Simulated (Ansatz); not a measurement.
# Ansatz run on IrRh3 (I4/mmm, 4 atoms in the cell): self-consistent single point

Method of the run: LDA (PW92), default PAW files made with PBE (plane waves; Ansatz, a program for electronic structure).

Input as run:

Ansatz 0.2 input:
```yaml
crystal:
  lattice:
    - [-1.91250000, 1.91250000, 3.83094300]
    - [1.91250000, -1.91250000, 3.83094300]
    - [1.91250000, 1.91250000, -3.83094300]
  atoms:
    - { symbol: Ir, position: [0.00000000, 0.00000000, 0.00000000] }
    - { symbol: Rh, position: [0.75000000, 0.25000000, 0.50000000] }
    - { symbol: Rh, position: [0.25000000, 0.75000000, 0.50000000] }
    - { symbol: Rh, position: [0.50000000, 0.50000000, 0.00000000] }
basis:
  ecutwfc: 420.0
kpoints:
  mp_grid: { grid: [12, 12, 12] }
hamiltonian:
  xc: lda
  pseudopotentials: { kind: paw }
scf:
  occupations: { method: fermi_dirac, width: 0.1 }
output:
  forces: true
  eigenvalues: true
  stress: true
```

Log, with long lists cut:

```
WARN ansatz: RAYON_NUM_THREADS=1 ignored (pool sized by the plan → 1); use --threads N
Pseudopotentials: kind: paw
Pseudopotential: Ir, paw, valence charge 17
Pseudopotential: Rh, paw, valence charge 17
Crystal: 4 atoms, lattice volume = 56.049 Å³
Basis set: ecut = 420 eV, 1065 PW (Γ)
Bands: 41, of which v1, the nominal top of the filled ones, is band 34 counted from 1 (33 counted from 0)
Symmetry: 16 space group operations
Space group: I4/mmm (ITA 139), of the structure as read, at distance tolerance 3.8e-5 Å
k-points: 163 of 1728
PAW frozen core: Ir, regenerated for the run's functional, and the local potential with it
PAW frozen core: Rh, regenerated for the run's functional, and the local potential with it
Initial density: superposition of atomic densities (neutral atoms: chi_scale 0, normalization atom), corrected by the library's trained network
Initial wavefunctions: pseudopotential atomic-orbital guess
Eigensolver: davidson
Functional: x = slater, c = lda
SCF iter   1: F=—  HF=-30499.388588 eV  |F-HF|=—  |Δ(HF+E_count)|=         —  Δρ=1.27e-2  dr2=9.62e-2  ethr=1.77e-3  ⟨swp⟩=5.6  Hψ=22521  notcnv=0
all-band conjugate gradients solve this SCF's bands
preconditioner: auto → Kerker (q_TF=auto, 2.818 Å⁻¹)
SCF iter   2: F=—  HF=-30499.380349 eV  |F-HF|=—  |Δ(HF+E_count)|=   8.24e-3  Δρ=5.99e-3  dr2=1.95e-2  ethr=1.41e-4  ⟨swp⟩=1.0  Hψ=7987  notcnv=0
SCF iter   3: F=—  HF=-30499.377267 eV  |F-HF|=—  |Δ(HF+E_count)|=   3.08e-3  Δρ=8.11e-4  dr2=1.66e-4  ethr=2.86e-5  ⟨swp⟩=1.5  Hψ=7825  notcnv=0
SCF iter   4: F=—  HF=-30499.377233 eV  |F-HF|=—  |Δ(HF+E_count)|=   3.36e-5  Δρ=1.04e-4  dr2=8.88e-6  ethr=2.44e-7  ⟨swp⟩=2.3  Hψ=10816  notcnv=0
SCF iter   5: F=—  HF=-30499.377233 eV  |F-HF|=—  |Δ(HF+E_count)|=   4.14e-7  Δρ=3.88e-5  dr2=6.25e-7  ethr=1.31e-8  ⟨swp⟩=2.6  Hψ=11794  notcnv=0
SCF iter   6: F=-30499.377233 eV  HF=-30499.377233 eV  |F-HF|=2.39e-8  |Δ(HF+E_count)|=   1.58e-7  Δρ=7.41e-6  dr2=3.61e-8  ethr=1.47e-10  ⟨swp⟩=4.7  Hψ=23105  notcnv=0
SCF 1 converged in 6 iterations: F = -30499.377233 eV  dr2 = 3.61e-8
SCF converged after 6 iterations
Free energy (F): -30499.377233 eV
Harris-Foulkes:  -30499.377233 eV  (|F-HF|=2.39e-8)
Internal energy: -30499.217116 eV  (E = F + TS)
E sigma→0 (E₀):  -30499.297174 eV
Entropy (-TS):   -0.160117 eV (-40.029 meV/atom)
Fermi energy:    22.550706 eV
--- Per-component energies (eV) ---
  E_band       = -378.848839
  E_kinetic    = 2341.168993
  E_local      = -5832.343050  (includes V_loc(G=0)·N_el)
  E_nonlocal   = 1160.139410
  E_hartree    = 2072.713345
  E_xc         = -927.614960
  E_vxc        = -1133.512293  (∫ρ·V_xc dr)
  E_paw        = -19344.309883  (= ΣΔE_a)
  E_vpaw       = -1059.727266  (= ΣTr[D̂ρ^β])
  E_aug_tail   = 0.002336  (compensation charges beyond the density's cutoff)
  E_ewald      = -9971.252355
  E_core_change = 2.279049  (= ΣΔE_core)
  E_smearing   = -0.160117  (= −TS)
  E_closure    = 0.000000  (closes the sum)
  Σ components = -30499.377233   (vs F -30499.377233, Δ=0.00e0)
--- Forces (eV/Å), atoms counted from 1 ---
  atom   1  Ir    -0.00000000     0.00000000     0.00000000
   [... zero for the other atoms too ...]
  max |Σ_I F_I| component: 3.47e-18 eV/Å
--- Stress (GPa, compression-positive) ---
      -13.945561       0.000000      -0.000000
        0.000000     -13.945561       0.000000
        0.000000       0.000000     -14.172450
  P = ⅓ Tr σ = -14.0212 GPa (-140.212 kbar)
  The stress holds the Pulay correction. Without it, at fixed plane waves, as pw.x and ABINIT print it: P = -14.1026 GPa
--- Band table (eV; the first three rows and the last of 163) ---
  k-point 0: bands = ["-70.0127", "-56.1855", "-56.0967", "-56.0365", "-26.8155", "-26.7977", "-26.7977", "-24.2796", "-24.2433", "-24.2433", "-24.0714", "-24.0714", "-24.0644", "-23.8519", "-23.8519", "-23.8076", "13.7464", "15.9842", "16.3629", [...]
  k-point 1: bands = ["-70.0127", "-56.1823", "-56.0991", "-56.0373", "-26.8150", "-26.7994", "-26.7953", "-24.2980", "-24.2224", "-24.2195", "-24.1104", "-24.0776", "-24.0255", "-23.8756", "-23.8508", "-23.8111", "13.9352", "16.1132", "16.4948", [...]
  k-point 2: bands = ["-70.0126", "-56.1736", "-56.1055", "-56.0397", "-26.8137", "-26.8039", "-26.7908", "-24.3230", "-24.1897", "-24.1539", "-24.1499", "-24.0963", "-23.9858", "-23.9353", "-23.8483", "-23.8213", "14.4702", "16.4184", "16.9238", [...]
  k-point 162: bands = ["-70.0126", "-56.1673", "-56.0969", "-56.0552", "-26.8038", "-26.8038", "-26.7936", "-24.2920", "-24.2920", "-24.1415", "-24.0569", "-23.9833", "-23.9528", "-23.9528", "-23.9125", "-23.9125", "15.7630", "15.8949", "16.1607", [...]
```

The run converged in 6 iterations.

The starting cell comes from a database of computed structures (which also holds hypothetical and non-ambient phases and stackings), without a prior relaxation at this level. Its lattice was rescaled by up to half a per cent. Spin-orbit coupling is off. Spin polarisation is off. With a pressure of about -14 GPa the cell is away from its equilibrium volume at this level. Ansatz's pressure includes its estimate of the finite-basis (Pulay) stress.
